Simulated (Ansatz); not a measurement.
The starting structures come from a database of crystals and need not be the phases stable at ambient conditions.

```
CELL_PARAMETERS angstrom
      4.19870     0.00000     0.00000
     -2.09935     3.63618     0.00000
      2.09935    -1.21206     3.42823
ATOMIC_POSITIONS crystal
  Mg 0.00000 0.00000 0.00000
  Se 0.25000 0.75000 0.25000
```

Space group of this cell: F-43m, zinc blende. The cell is taken as given.

The current runs along the normal of the first two printed vectors, the (111) plane. All runs by Ansatz (an electronic-structure program), plane waves and PAW, without spin-orbit coupling; the base is r2SCAN.

| run | mean pressure (GPa) | gap (eV) | mid-gap κ (1/Å) |
|---|---|---|---|
| base | 0.2 | 3.36 | 0.211 |
| all lengths scaled by 0.98 | 3.7 | 3.65 | 0.220 |
| all lengths scaled by 1.02 | -2.4 | ___ | ___ |
| lda in place of r2scan | -1.6 | 2.40 | 0.164 |
| lengths along the current scaled by 0.97, ions clamped | 1.9 | ___ | ___ |
| lengths along the current scaled by 1.03, ions clamped | -1.1 | ___ | ___ |
| pbesol in place of r2scan | 0.0 | 2.52 | 0.171 |

### Question
Fill in the missing entries.

### Answer

- all lengths scaled by 1.02, gap (eV): 3.08
- all lengths scaled by 1.02, mid-gap κ (1/Å): 0.202
- lengths along the current scaled by 0.97, ions clamped, gap (eV): 3.42
- lengths along the current scaled by 0.97, ions clamped, mid-gap κ (1/Å): 0.218
- lengths along the current scaled by 1.03, ions clamped, gap (eV): 3.18
- lengths along the current scaled by 1.03, ions clamped, mid-gap κ (1/Å): 0.204
